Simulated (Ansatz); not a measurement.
## MnGaGe, alloy series

The parent structure is MnGaGe (space group P4/nmm, No. 129; a = 3.880 Å, c = 5.746 Å; ferromagnetic; a cell from a computed database, its experimental status unchecked).

The other end (x = 1) is MnZnGa (space group P4/nmm, No. 129; ferromagnetic; a hypothetical phase, not in the database extracts checked): 14.22 Å³/atom, gap zero; this end may not be an ambient phase.

Zn replaces a fraction x of Ge; each row is one arrangement (x, atoms in the cell, starting space group or random), fully relaxed.

Computed with Ansatz (an electronic-structure program) PBEsol, without spin-orbit coupling.

| Zn fraction x | volume per atom (Å³/atom) |
|---|---|
| 0 | 14.418 |
| 0.25 (Amm2, 12 atoms) | 14.366 |
| 0.25 (P4mm, 12 atoms) | 14.383 |
| 0.75 (Amm2, 12 atoms) | ? |
| 1 | 14.216 |

### Question
Fit V(x) = (1 − x) V(0) + x V(1) − b x(1 − x) with the ends held (b = 0 is Vegard's rule) to the rows shown and predict the withheld row.

### Answer
Least squares on the printed values gives b = -0.04 Å³/atom, against 14.266 Å³/atom from the straight line alone (largest residual 0.008 Å³/atom); this predicts 14.273 Å³/atom, and the run gives 14.231 Å³/atom, 0.042 lower.

Other magnetic orders, which the real material may have, were not ruled out. Each cell is one ordered arrangement of few atoms, which overstates ordering effects compared with a random alloy. No phonon test of stability was made.
